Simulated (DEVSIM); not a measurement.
Device: abrupt Si n-p junction, at 350 K.

Layer 1 from the left is Si, thickness (μm) 39.0, Nd (cm⁻³) 1.6e19, τn (s) 1.8e-6, τp (s) 1.8e-6. Layer 2 from the left is Si, thickness (μm) 0.680, Na (cm⁻³) 1.1e16, τn (s) 1.8e-6, τp (s) 1.8e-6.

Left contact: ohmic. Right contact: ohmic. Voltage is applied to the left contact. Recombination: SRH at mid-gap, radiative. Mobility is μmin + (μ − μmin)/(1 + (N/Nref)^α).

This is a model device: material constants are rounded textbook-type values typed into the input, and sizes, dopings and lifetimes were drawn at random. Values at 300 K; Nc and Nv go as T^1.5, mobilities as T to minus their exponent, the gap by Varshni's rule with the affinity fixed.

Si: gap (eV) 1.124, affinity (eV) 4.05, permittivity 11.7, Nc (cm⁻³) 2.86e19, Nv (cm⁻³) 3.1e19, μn (cm²/Vs) 1417, μp (cm²/Vs) 470, μn,min 52, μp,min 45, Nref,n 9.7e16, Nref,p 2.2e17, αn 0.68, αp 0.72, T exponent of μn 2.3, T exponent of μp 2.2, B (cm³/s) 4.7e-15, Varshni α (eV/K) 0.000473, Varshni β (K) 636.

DEVSIM, 1D drift-diffusion, Boltzmann statistics, complete ionisation; no tunnelling, impact ionisation, image-force lowering or self-heating.

What does the simulation give for the potential step across the device at zero bias, the dark forward voltage at 100 A/cm², the largest field in the device at zero bias, the dark forward voltage at 1 A/cm²?

potential step across the device at zero bias 0.840 V; dark forward voltage at 100 A/cm² 0.564 V; largest field in the device at zero bias 240000 V/cm; dark forward voltage at 1 A/cm² 0.416 V.
